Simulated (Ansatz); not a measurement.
**Fermi-surface data of YPd3 (Pm-3m)**

Here is the system:

```
Pd3Y
1.0
    4.05642     0.00000     0.00000
    0.00000     4.05642     0.00000
    0.00000     0.00000     4.05642
Y Pd
1 3
Direct
  0.00000   0.00000   0.00000
  0.50000   0.50000   0.00000
  0.00000   0.50000   0.50000
  0.50000   0.00000   0.50000
```

Computed with PBEsol, rigid bands (plane waves, PAW, scalar-relativistic; Ansatz, an electronic-structure program). How the cell was made: cell and atoms relaxed with PBEsol.

| Quantity | Value |
|---|---|
| density of states at the Fermi level | 2.25 states/(eV·cell), both spins |
| bare Sommerfeld coefficient | 1.33 mJ/(mol of atoms·K²) |
| Drude plasma energy | 4.7 eV |
| root-mean-square Fermi velocity | 5.0e5 m/s |
| resistivity times τ | 22 ×10⁻²² Ω·m·s |

A metal at this level (no band gap); rigid bands, thermally averaged at 300 K, both spins. Spin-orbit coupling is left out. τ is one relaxation time for all states.

Formula and space group known from diffraction (Crystallography Open Database), not checked to be the room-temperature form: YPd3 (Pm-3m).
